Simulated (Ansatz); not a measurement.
The starting structures come from a database of crystals and need not be the phases stable at ambient conditions.

Tunnelling through a barrier is set by its complex band structure: the current falls as exp(−2κd) with the smallest κ.

```xyz
16
Lattice="6.8440 0.0000 0.0000 0.0000 7.8339 0.0000 0.0000 0.0000 6.5111" Properties=species:S:1:pos:R:3 pbc="T T T"
Zn     4.4528     3.9169     4.2752
Zn     2.3912     0.0000     1.0196
Si     2.2565     3.9169     1.0108
Si     4.5875     0.0000     4.2664
Cu     5.6523     1.9806     1.0624
Cu     1.1917     1.9363     4.3180
Cu     5.6523     5.8532     1.0624
Cu     1.1917     5.8976     4.3180
Se     4.4482     3.9169     0.2572
Se     2.3958     0.0000     3.5127
Se     2.1716     3.9169     3.3416
Se     4.6724     0.0000     0.0861
Se     5.7323     1.8813     3.4840
Se     1.1117     2.0356     0.2285
Se     5.7323     5.9526     3.4840
Se     1.1117     5.7982     0.2285
```

Space group of this cell: Pmn2_1. The cell is taken as given; by PBEsol its mean pressure is -3.3 GPa.

Transport runs along the normal of the first two printed cell vectors.

The gap is the functional's own, uncorrected, and κ follows it; spin-orbit coupling is left out. Mid-gap values are interpolated between the computed energies.

Q: State the band gap and the smallest decay constant κ at mid-gap according to PBEsol (Ansatz, a first-principles code).

A: Gap 0.30 eV on a 6×4×6 mesh; κ = 0.044 1/Å, at the zone centre.
